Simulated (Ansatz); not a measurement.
The structure below was relaxed with plane-wave PAW DFT at the PBEsol level (Ansatz, a first-principles code, 420 eV), scalar-relativistic without spin-orbit coupling.

Space group Amm2 (No. 38); a = 3.7507 Å, b = 7.4962 Å, c = 8.8556 Å, α = β = γ = 90.00°

| atom | site | symmetry | x | y | z |
|---|---|---|---|---|---|
| Ti | 4e | m.. | 0.5000 | 0.2464 | 0.2631 |
| Hg | 2a | mm2 | 0.0000 | 0.0000 | 0.9928 |
| Pb | 2a | mm2 | 0.0000 | 0.0000 | 0.5050 |
| O | 4e | m.. | 0.5000 | 0.1963 | 0.0655 |
| O | 2b | mm2 | 0.5000 | 0.5000 | 0.2557 |
| O | 2b | mm2 | 0.5000 | 0.5000 | 0.8407 |
| O | 4d | m.. | 0.0000 | 0.2521 | 0.3213 |

### Question
Write out a cell with all atoms.

### Answer
```xyz
20
Lattice="3.7507 0.0000 0.0000 0.0000 7.4962 0.0000 0.0000 0.0000 8.8556" Properties=species:S:1:pos:R:3 pbc="T T T"
Ti     1.8754     5.5954     6.7578
Ti     1.8754     1.9007     6.7578
Hg     0.0000     3.7481     4.3644
Pb     0.0000     3.7481     0.0441
O      1.8754     1.4718     0.5800
O      1.8754     6.0244     0.5800
O      1.8754     3.7481     2.2648
O      1.8754     3.7481     7.4450
O      0.0000     5.6379     7.2728
O      0.0000     1.8583     7.2728
Ti     1.8754     1.8474     2.3300
Ti     1.8754     5.6488     2.3300
Hg     0.0000     0.0000     8.7922
Pb     0.0000     0.0000     4.4719
O      1.8754     5.2199     5.0078
O      1.8754     2.2763     5.0078
O      1.8754     0.0000     6.6926
O      1.8754     0.0000     3.0172
O      0.0000     1.8898     2.8450
O      0.0000     5.6064     2.8450
```
This is the conventional cell.

These are small ordered cells, not random alloys; other orderings at the same x differ. No phonon test of stability was made. All final runs are without spin polarisation. The cell was made from PbTiO3 by this change: x(Hg) = 0.5, 10 atoms, Amm2.
